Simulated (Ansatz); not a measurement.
# Fluorite CoSi2

These are B3LYP (VWN-RPA form) (Ansatz, a program for electronic structure, PAW) values and carry that method's errors.

Run with plane-wave cutoff 460 eV, 10×10×10 k mesh, Fermi–Dirac smearing 0.05 eV, no spin polarisation, scalar-relativistic PAW data made under PBE.

Cell: relaxed at this level.

For fluorite CoSi2, the volume per atom is 12.81 Å³/atom, the bulk modulus comes out as 177 GPa and the lattice constant a is 5.358 Å. The pressure derivative B′ of the bulk modulus comes out as 4.6.

Measured, for comparison: equilibrium volume per atom 12.87 Å³/atom, lattice constant a 5.365 Å (room temperature, not corrected to a static lattice; as tabulated in Hegde and Bowen (2014), arXiv:1405.1317). Computed (rounded) less measured: equilibrium volume per atom -0.5 %, lattice constant a -0.1 %. A static lattice is as a rule a little smaller and stiffer than an uncorrected measurement, which narrows the difference in the equilibrium volume per atom and would widen misses of the other sign.

Note: the run has no spin polarisation, so it can have missed a magnetic state.

Cost on a shared machine: roughly 40 core-minutes.
